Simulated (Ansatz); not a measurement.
Start from SnO2 in the rutile structure (space group P4_2/mnm, No. 136; a = 4.828 Å, c = 3.238 Å).

Level of theory: Ansatz (a quantum-chemistry and plane-wave program), PBE, PAW, cutoff 420 eV, without spin-orbit coupling.

Before the change:

| Item | Result |
|---|---|
| Electron mass | 0.16 mₑ along c, 0.17 mₑ across (at Γ) |
| Volume per atom | 12.58 Å³ |

Modification: a hydrostatic pressure of 15 GPa.

Task: What does the calculation give for the electron mass after the change?

Result: The electron mass becomes 0.19 mₑ along c, 0.22 mₑ across (at Γ) (base: 0.16 mₑ along c, 0.17 mₑ across (at Γ)).

Task: Estimate the effect on the mean gap deformation potential ΔEg/Δln V.

Result: The mean gap deformation potential ΔEg/Δln V amounts to -10.3 eV.

Task: How does this affect the volume per atom?

Result: The volume per atom falls by 0.89 Å³ (12.58 Å³ → 11.69 Å³).

Load acts through the strain it causes; cell and atoms are relaxed under it. Masses are band curvatures over ±0.01 Å⁻¹ around the edge. Stability against distortions was not tested. Competing high-pressure phases were not computed.
